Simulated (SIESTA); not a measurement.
SIESTA run on Hf2Ni (I4/mcm, 6 atoms in the cell): self-consistent single point

Level of theory: SIESTA 5.4.2 with GGA PBEsol, numerical atomic orbitals DZP, PseudoDojo PBEsol standard norm-conserving potentials (rewritten from UPF to PSML).

Input as run:

```
# files in the folder: Hf.psml Ni.psml (PseudoDojo PBEsol standard)
SystemName  Hf2Ni
SystemLabel hf2ni

NumberOfAtoms                6
NumberOfSpecies              2
%block ChemicalSpeciesLabel
  1 72 Hf
  2 28 Ni
%endblock ChemicalSpeciesLabel
LatticeConstant              5.201139 Ang
%block LatticeVectors
    -0.610995015    0.610995015    0.503358976
     0.610995015   -0.610995015    0.503358976
     0.610995015    0.610995015   -0.503358976
%endblock LatticeVectors
AtomicCoordinatesFormat      ScaledCartesian
%block AtomicCoordinatesAndAtomicSpecies
     0.202373769    0.408621246    0.503358976  1
     0.408621246    0.202373769    0.000000000  1
     0.202373769    0.813368784    0.000000000  1
     0.408621246   -0.202373769    0.503358976  1
     0.000000000   -0.000000000    0.755038464  2
     0.000000000    0.000000000    0.251679488  2
%endblock AtomicCoordinatesAndAtomicSpecies

XC.functional                GGA
XC.authors                   PBEsol
PAO.BasisSize                DZP
PAO.EnergyShift              0.005 Ry
MeshCutoff                   300 Ry
%block kgrid.MonkhorstPack
    6   0   0  0.0
    0   6   0  0.0
    0   0   6  0.0
%endblock kgrid.MonkhorstPack
OccupationFunction           FD
ElectronicTemperature        1160.45 K

MaxSCFIterations             150
SCF.Mixer.Method             Broyden
SCF.Mixer.Weight             0.2
SCF.Mixer.History            8
SCF.DM.Tolerance             1.0E-04
Diag.ParallelOverK           true
WriteForces                  true
```

Output (repeated stretches shortened):

```
reinit: Reading from file input.fdf

reinit: System Name: Hf2Ni
reinit: System Label: hf2ni

coor:   Atomic-coordinates input format  =     Cartesian coordinates
coor:                                          (in units of alat)

siesta: Atomic coordinates (Bohr) and species
siesta:      1.98908   4.01623   4.94738  1        1
siesta:      4.01623   1.98908   0.00000  1        2
siesta:      1.98908   7.99438   0.00000  1        3
siesta:      4.01623  -1.98908   4.94738  1        4
siesta:      0.00000  -0.00000   7.42107  2        5
siesta:      0.00000   0.00000   2.47369  2        6

siesta: System type = bulk

initatomlists: Number of atoms, orbitals, and projectors:      6   114   164

siesta: ******************** Simulation parameters ****************************
redata: Spin configuration                          = none
redata: Time-Reversal Symmetry                      = T
redata: Number of Atomic Species                    =        2
redata: Mesh Cutoff                                 =   300.0000 Ry
redata: Net charge of the system                    =     0.0000 |e|
redata: Min. number of SCF Iter                     =        0
redata: Max. number of SCF Iter                     =      150
redata: SCF convergence failure will abort job
redata: SCF mix quantity                            = Hamiltonian
redata: Mix DM or H after convergence               =   F
redata: Recompute H after scf cycle                 =   F
redata: Mix DM in first SCF step                    =   T
redata: No kicks to SCF
redata: DM Mixing Weight for Kicks                  =     0.5000
redata: Require Harris convergence for SCF          =   F
redata: Harris energy tolerance for SCF             =     0.000100 eV
redata: Require DM convergence for SCF              =   T
redata: DM tolerance for SCF                        =     0.000100
redata: Require EDM convergence for SCF             =   F
redata: EDM tolerance for SCF                       =     0.001000 eV
redata: Require H convergence for SCF               =   T
redata: Hamiltonian tolerance for SCF               =     0.001000 eV
redata: Require (free) Energy convergence for SCF   =   F
redata: (free) Energy tolerance for SCF             =     0.000100 eV
redata: Using DFT-D3 dispersion                     =   F
redata: Using Saved Data (generic)                  =   F
redata: Method of Calculation                       = Diagonalization
redata: Electronic Temperature                      =  1160.4500 K
redata: Number of TDED substeps                     =        3
redata: Dynamics option                             = Single-point calculation
redata: Save all siesta data in one NC              =   F
redata: ***********************************************************************

%block SCF.Mixers
  Broyden
%endblock SCF.Mixers

%block SCF.Mixer.Broyden
  # Mixing method
  method broyden

  # Mixing options
  weight 0.2000
  weight.linear 0.2000
  weight.prime 0.2000
  history 8
%endblock SCF.Mixer.Broyden

DM_history_depth set to one: no extrapolation allowed by default for geometry relaxation
Size of DM history Fstack: 1
Total number of electrons:    84.000000
Total ionic charge:    84.000000

* ProcessorY, Blocksize:    1  64

* Orbital distribution balance (max,min):   114   114

k-point displ. along   1 input, could be:     0.00    0.50
k-point displ. along   2 input, could be:     0.00    0.50
k-point displ. along   3 input, could be:     0.00    0.50
 Kpoints in:          144 . Kpoints trimmed:          132

siesta: k-grid: Number of k-points = 132
siesta: k-points from Monkhorst-Pack grid
siesta: k-cutoff (effective) =    15.603 Ang
siesta: k-point supercell and displacements
siesta: k-grid:     6     0     0      0.000
siesta: k-grid:     0     6     0      0.000
siesta: k-grid:     0     0     6      0.000

diag: Algorithm                                     = D&C
diag: Parallel over k                               =   F
diag: Use parallel 2D distribution                  =   F
diag: Parallel block-size                           = 64
diag: Parallel distribution                         =     1 x     1
diag: Used triangular part                          = Lower
diag: Absolute tolerance                            =  0.100E-15
diag: Orthogonalization factor                      =  0.100E-05
diag: Memory factor                                 =  1.0000

superc: Internal auxiliary supercell:     5 x     5 x     5  =     125
superc: Number of atoms, orbitals, and projectors:    750  14250  20500

                        Single-point calculation

superc: Internal auxiliary supercell:     5 x     5 x     5  =     125
superc: Number of atoms, orbitals, and projectors:    750  14250  20500

outcell: Unit cell vectors (Ang):
       -3.177870    3.177870    2.618040
        3.177870   -3.177870    2.618040
        3.177870    3.177870   -2.618040

outcell: Cell vector modules (Ang)   :    5.201139    5.201139    5.201139
outcell: Cell angles (23,13,12) (deg):    104.6770    104.6770    119.5550
outcell: Cell volume (Ang**3)        :    105.7569
new_DM -- step:     1
Initializing Density Matrix...

Attempting to read DM from file... Failed...
DM filled with atomic data:

InitMesh: MESH = 48 x 48 x 48 = 110592
InitMesh: Mesh cutoff (required, used) =   300.000   315.270 Ry

stepf: Fermi-Dirac step function

        iscf     Eharris(eV)        E_KS(eV)     FreeEng(eV)     dDmax    Ef(eV) dHmax(eV)
   scf:    1   -15158.535720   -15233.666550   -15233.903922  1.672540 -3.894439 26.076939
   scf:    2   -15153.238020   -15236.193321   -15236.421072  0.601384 -4.367501 23.026084
   scf:    3   -15268.228119   -15257.403964   -15257.595240  0.168817 -4.373687  5.564973
   scf:    4   -15188.134318   -15238.992396   -15239.225376  0.382093 -4.352778 22.333413
   scf:    5   -15223.040205   -15253.701674   -15253.894475  0.369432 -4.639283 12.217866
   scf:    6   -15262.062105   -15259.131934   -15259.331528  0.081492 -4.615056  3.897094
   [... 7 lines left out ...]
   scf:   14   -15259.771550   -15259.771564   -15259.976904  0.000160 -4.599473  0.002319
   scf:   15   -15259.771551   -15259.771558   -15259.976904  0.000078 -4.599546  0.001847
   scf:   16   -15259.771550   -15259.771554   -15259.976904  0.000052 -4.599593  0.001439
   scf:   17   -15259.771547   -15259.771551   -15259.976904  0.000040 -4.599633  0.001088
   scf:   18   -15259.771546   -15259.771548   -15259.976904  0.000029 -4.599664  0.000823

SCF Convergence by DM+H criterion
max |DM_out - DM_in|         :     0.0000294272
max |H_out - H_in|      (eV) :     0.0008234738
SCF cycle converged after 18 iterations

Using DM_out to compute the final energy and forces

siesta: E_KS(eV) =           -15259.7715

siesta: E_KS - E_eggbox =    -15259.7715

siesta: Atomic forces (eV/Ang):
     1   -0.102541    0.102541    0.000000
     2    0.102541   -0.102541    0.000000
     3   -0.102427   -0.102428   -0.000111
     4    0.102427    0.102428    0.000111
     5   -0.000005    0.000005   -0.000000
     6    0.000005   -0.000005   -0.000000
   Tot    0.000000    0.000000    0.000000
   Max    0.102541
   Res    0.068323    sqrt( Sum f_i^2 / 3N )
   Max    0.102541    constrained

Stress tensor Voigt[x,y,z,yz,xz,xy] (kbar):       32.10       32.10       42.89        0.18        0.18        0.22
(Free)E + p*V (eV/cell)   -15262.3330
Target enthalpy (eV/cell)   -15259.9769

siesta: Program's energy decomposition (eV):
siesta: Ebs     =     -2867.653366
siesta: Eions   =     19139.921717
siesta: Ena     =      1755.235646
siesta: Ekin    =      5866.640048
siesta: Enl     =     -1159.282903
siesta: Eso     =         0.000000
siesta: Edftu   =         0.000000
siesta: DEna    =       110.641259
siesta: DUscf   =         2.704347
siesta: DUext   =         0.000000
siesta: Ex      =     -2516.179285
siesta: Ec      =      -179.608943
siesta: Exc     =     -2695.788229
siesta: Eharris =    -15259.771546
siesta: Etot    =    -15259.771548
siesta: FreeEng =    -15259.976904

siesta: Atomic forces (eV/Ang):
siesta:      1   -0.102541    0.102541    0.000000
siesta:      2    0.102541   -0.102541    0.000000
siesta:      3   -0.102427   -0.102428   -0.000111
siesta:      4    0.102427    0.102428    0.000111
siesta:      5   -0.000005    0.000005   -0.000000
siesta:      6    0.000005   -0.000005   -0.000000
siesta: ----------------------------------------
siesta:    Tot    0.000000    0.000000    0.000000

siesta: Stress tensor (static) (eV/Ang**3):
siesta:     0.020033    0.000134    0.000110
siesta:     0.000134    0.020033    0.000110
siesta:     0.000110    0.000110    0.026770

siesta: Cell volume =        105.756854 Ang**3

siesta: Pressure (static):
siesta:                Solid            Molecule  Units
siesta:          -0.00024264         -0.00023540  Ry/Bohr**3
siesta:          -0.02227859         -0.02161366  eV/Ang**3
siesta:         -35.69423726        -34.62889357  kBar
```

The run converged in 18 iterations.

The starting cell comes from a database of computed structures (which also holds hypothetical and non-ambient phases and stackings), without a prior relaxation at this level. Spin polarisation is off. Values carry the incompleteness of an atom-centred basis. With a pressure of about -4 GPa the cell is away from its equilibrium volume at this level.

Cost on one core of a shared machine: roughly 90 s.
